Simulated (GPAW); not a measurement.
A self-consistent single point of Li2VO2 (P-3m1, 5 atoms in the cell) with GPAW

Method: PBEsol+U, GPAW PAW datasets PBEsol (made by gpaw-setup) (plane waves; GPAW).

This input was run:

```python
from ase import Atoms
from ase.units import GPa
from gpaw import GPAW, PW, FermiDirac

atoms = Atoms(['Li', 'Li', 'V', 'O', 'O'],
              cell=[[3.230170, 0.000000, 0.000000],
                    [-1.615085, 2.797409, 0.000000],
                    [0.000000, 0.000000, 5.193100]],
              scaled_positions=[[0.333333, 0.666667, 0.134650],
                                [0.666667, 0.333333, 0.865350],
                                [0.000000, 0.000000, 0.500000],
                                [0.333333, 0.666667, 0.740150],
                                [0.666667, 0.333333, 0.259850]],
              pbc=True)

atoms.set_initial_magnetic_moments([0.0, 0.0, 2.0, 0.0, 0.0])

calc = GPAW(spinpol=True,
            mode=PW(900),
            xc='PBEsol',
            setups={'V': ':d,3.25'},
            kpts={'size': (8, 8, 4), 'gamma': True},
            occupations=FermiDirac(0.05),
            nbands=-4,
            convergence={'density': 1e-05, 'energy': 1e-05, 'bands': -2},
            symmetry={'symmorphic': False, 'tolerance': 0.0005},
            maxiter=150,
            txt='-')

atoms.calc = calc

energy = atoms.get_potential_energy()
print('Energy (eV):', round(energy, 6))
forces = atoms.get_forces()
print('Forces (eV/Ang):')
print(forces.round(5))
stress = atoms.get_stress()
print('Stress (GPa, Voigt):', (stress / GPa).round(4))
```

Log, with long lists cut:

```
Input parameters:
  convergence: {bands: -2,
                density: 1e-05,
                energy: 1e-05}
  kpts: {gamma: True,
         size: (8, 8, 4)}
  maxiter: 150
  mode: {ecut: 900.0000000000001,
         name: pw}
  nbands: -4
  occupations: {fixmagmom: False,
                name: fermi-dirac,
                width: 0.05}
  setups: {V: :d,3.25}
  spinpol: True
  symmetry: {symmorphic: False,
             tolerance: 0.0005}
  xc: PBEsol

species:
  Li:
    name: Lithium
    Z: 3.0
    valence: 1
    core: 2
    charge: 0.0
    file: Li.PBEsol.gz

    # Using partial waves for Li as LCAO basis

  V:
    name: Vanadium
    Z: 23.0
    valence: 13
    core: 10
    charge: 0.0
    Hubbard: {U: 3.25,  # eV
              l: 2,
              scale: True}
    file: V.PBEsol.gz

    # Using partial waves for V as LCAO basis

  O:
    name: Oxygen
    Z: 8.0
    valence: 6
    core: 2
    charge: 0.0
    file: O.PBEsol.gz

    # Using partial waves for O as LCAO basis

Reference energy: -30262.744160  # eV

Spin-polarized calculation.
Initial magnetic moment: 2.000000

Convergence criteria:
 Maximum [total energy] change in last 3 cyles: 1e-05 eV / valence electron
 Maximum integral of absolute [dens]ity change: 1e-05 electrons / valence electron
 Maximum integral of absolute [eigenst]ate change: 4e-08 eV^2 / valence electron
 Maximum number of scf [iter]ations: 150

Symmetries present (total): 12
Symmetries with fractional translations: 0
256 k-points: 8 x 8 x 4 Monkhorst-Pack grid + [1/16,1/16,1/8]
35 k-points in the irreducible part of the Brillouin zone
       k-points in crystal coordinates                weights
   0:     0.00000000    0.00000000    0.00000000          1/256
   1:     0.00000000    0.00000000    0.25000000          2/256
   2:     0.00000000    0.00000000    0.50000000          1/256
   [... 7 lines left out ...]
          ...
  34:     0.50000000    0.50000000    0.50000000          3/256

Wave functions: Plane wave expansion
  Cutoff energy: 900.000 eV
  Number of coefficients (min, max): 2858, 2894
  Pulay-stress correction: 0.000000 eV/Ang^3 (de/decut=0.000000)

Occupation numbers: Fermi-Dirac:
  width: 0.0500  # eV

Eigensolver

Densities:
  Coarse grid: 24*24*36 grid
  Fine grid: 48*48*72 grid
  Total Charge: 0.000000

Density mixing:
  Method: difference
  Backend: pulay
  Linear mixing parameter: 0.05
  old densities: 5
  Damping of long wavelength oscillations: 50

Hamiltonian:
  XC and Coulomb potentials evaluated on a 48*48*72 grid
  External potential:
    NoExternalPotential

XC parameters: PBEsol with 2 nearest neighbor stencil

Number of atoms: 5
Number of atomic orbitals: 29
Number of bands in calculation: 18
Number of valence electrons: 27
Bands to converge: 16

Density initialized from atomic densities
  18 bands from LCAO basis set

Atomic positions and initial magnetic moments

Positions:
   0 Li    -0.000002    1.864940    0.699251    ( 0.0000,  0.0000,  0.0000)
   1 Li     1.615087    0.932469    4.493849    ( 0.0000,  0.0000,  0.0000)
   2 V      0.000000    0.000000    2.596550    ( 0.0000,  0.0000,  2.0000)
   3 O     -0.000002    1.864940    3.843673    ( 0.0000,  0.0000,  0.0000)
   4 O      1.615087    0.932469    1.349427    ( 0.0000,  0.0000,  0.0000)

Unit cell:
           periodic     x           y           z      points  spacing
  1. axis:    yes    3.230170    0.000000    0.000000    24     0.1166
  2. axis:    yes   -1.615085    2.797409    0.000000    24     0.1166
  3. axis:    yes    0.000000    0.000000    5.193100    36     0.1443

  Lengths:   3.230170   3.230170   5.193100
  Angles:   90.000000  90.000000 120.000002

Effective grid spacing dv^(1/3) = 0.1313

     iter     time        total  log10-change:  magmom
                         energy   eigst   dens
iter:   1 --:--:--   -30.701480   +0.77           +2.0104
iter:   2 --:--:--   -31.400297   -0.03  -1.03    +2.5150
iter:   3 --:--:--   -31.046596   -0.04  -1.07    +3.2082
iter:   4 --:--:--   -31.262902   -0.06  -1.23    +3.0015
iter:   5 --:--:--   -31.503100   -0.75  -1.41    +3.0037
iter:   6 --:--:--   -31.576335   -1.25  -1.51    +3.0009
   [... 2 lines left out ...]
iter:   9 --:--:--   -31.470192   -2.19  -2.53    +3.0001
iter:  10 --:--:--   -31.467200   -2.73  -2.51    +3.0000
iter:  11 --:--:--   -31.467774   -2.83  -2.76    +3.0000
iter:  12 --:--:--   -31.467928   -3.23  -3.12    +3.0000
iter:  13 --:--:--   -31.468155   -3.56  -3.11    +3.0000
iter:  14 --:--:--   -31.467989c  -3.97  -3.16    +3.0000
iter:  15 --:--:--   -31.467906c  -3.66  -3.30    +3.0000
iter:  16 --:--:--   -31.467902c  -4.12  -3.49    +3.0000
iter:  17 --:--:--   -31.467902c  -4.58  -3.68    +3.0000
iter:  18 --:--:--   -31.467906c  -4.84  -3.99    +3.0000
iter:  19 --:--:--   -31.467909c  -5.10  -4.06    +3.0000
   [... 11 lines left out ...]
iter:  31 --:--:--   -31.467917c  -6.87  -4.58    +3.0000
iter:  32 --:--:--   -31.467918c  -7.02  -4.58    +3.0000
iter:  33 --:--:--   -31.467918c  -6.92  -4.62    +3.0000
iter:  34 --:--:--   -31.467918c  -6.73  -4.71    +3.0000
iter:  35 --:--:--   -31.467918c  -7.23  -4.81    +3.0000
iter:  36 --:--:--   -31.467918c  -7.52c -4.85    +3.0000
iter:  37 --:--:--   -31.467918c  -7.52c -4.86    +3.0000
iter:  38 --:--:--   -31.467918c  -6.81  -4.87    +3.0000
iter:  39 --:--:--   -31.467918c  -7.60c -5.21c   +3.0000

Converged after 39 iterations.

Dipole moment: (-0.000000, 0.000000, 0.000000) |e|*Ang

Total magnetic moment: (0.000000, 0.000000, 3.000000)
Local magnetic moments:
   0 Li ( 0.000000,  0.000000,  0.004538)
   1 Li ( 0.000000,  0.000000,  0.004538)
   2 V  ( 0.000000,  0.000000,  2.595770)
   3 O  ( 0.000000,  0.000000,  0.010479)
   4 O  ( 0.000000,  0.000000,  0.010479)

Energy contributions relative to reference atoms: (reference = -30262.744160)

Kinetic:        +28.244239
Potential:      -25.224861
External:        +0.000000
XC:             -34.991165
Entropy (-ST):   -0.000000
Local:           +0.503869
SIC:             +0.000000
--------------------------
Free energy:    -31.467918
Extrapolated:   -31.467918

Spin contamination: 0.014740 electrons
Showing only first 2 kpts
                      Up                     Down
 Kpt  Band  Eigenvalues  Occupancy  Eigenvalues  Occupancy
  0    11      3.00876    1.00000      3.05012    1.00000
  0    12      4.61069    1.00000      8.15435    0.00000
  0    13      4.61163    1.00000     10.29539    0.00000
  0    14      4.81938    1.00000     10.32052    0.00000

  1    11      2.78782    1.00000      2.83081    1.00000
  1    12      4.60016    1.00000      8.74741    0.00000
  1    13      4.60112    1.00000     10.28607    0.00000
  1    14      4.92454    1.00000     10.28608    0.00000

Fermi level: 6.64449

Gap: 2.111 eV
Transition (v -> c):
  (s=0, k=34, n=14, [0.50, 0.50, 0.50]) -> (s=0, k=0, n=15, [0.00, 0.00, 0.00])
Direct/indirect transitions are different
Direct gap: 2.763 eV
Transition at: (s=0, k=0, n=14, [0.00, 0.00, 0.00])
Energy (eV): -31.467918

Forces in eV/Ang:
  0 Li    0.00000    0.00000   -0.02097
  1 Li    0.00000    0.00000    0.02097
  2 V    -0.00000    0.00000    0.00000
  3 O     0.00000    0.00000   -0.09941
  4 O     0.00000   -0.00000    0.09941

Stress tensor:
     0.033509     0.000000     0.000000
     0.000000     0.033509     0.000000
     0.000000     0.000000     0.022991
Stress (GPa, Voigt): [5.3687 5.3687 3.6836 0.     0.     0.    ]
```

The run converged in 39 iterations. GPAW prints stress with tension positive.

At such cutoffs GPAW's stress carries a finite-basis (Pulay) error, which enters relaxed cells too; its log prints stress with tension positive.

The starting cell comes from a database of computed structures (which also holds hypothetical and non-ambient phases and stackings), without a prior relaxation at this level. With one magnetic atom in the cell only a parallel order is possible. With U or open f shells several self-consistent states can exist.

Cost on one core of a shared machine: roughly 3 min.
